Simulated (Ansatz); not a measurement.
Start from CsSnI3 in the cubic perovskite structure (space group Pm-3m, No. 221).

```yaml
crystal:
  lattice:
    - [6.03051, 0.00000, 0.00000]
    - [0.00000, 6.03051, 0.00000]
    - [0.00000, 0.00000, 6.03051]
  atoms:
    - { symbol: Cs, position: [0.00000, 0.00000, 0.00000] }
    - { symbol: Sn, position: [0.50000, 0.50000, 0.50000] }
    - { symbol: I, position: [0.50000, 0.00000, 0.50000] }
    - { symbol: I, position: [0.00000, 0.50000, 0.50000] }
    - { symbol: I, position: [0.50000, 0.50000, 0.00000] }
```

Cartesian axes are those of the cell as printed.

The values are results of LDA (Ansatz, a quantum-chemistry and plane-wave program), no spin-orbit coupling, not measurements.

Before the change:

- Volume per atom: 43.86 Å³

Modification: biaxial strain −2.50 %, plane normal [111], relaxed out of plane (Cartesian); in-plane vectors clamped, the third vector and the atoms free.

Problem. Predict the new energy relative to the base.

Solution. The energy grows by 3.8 meV/atom.

Problem. What does the calculation give for the volume per atom after the change?

Solution. The volume per atom shrinks by 0.73 Å³ to 43.13 Å³.

Stability against distortions was not tested. All final runs are without spin polarisation. Many cubic perovskites are stable only at high temperature; tilts and polar distortions were not tested.
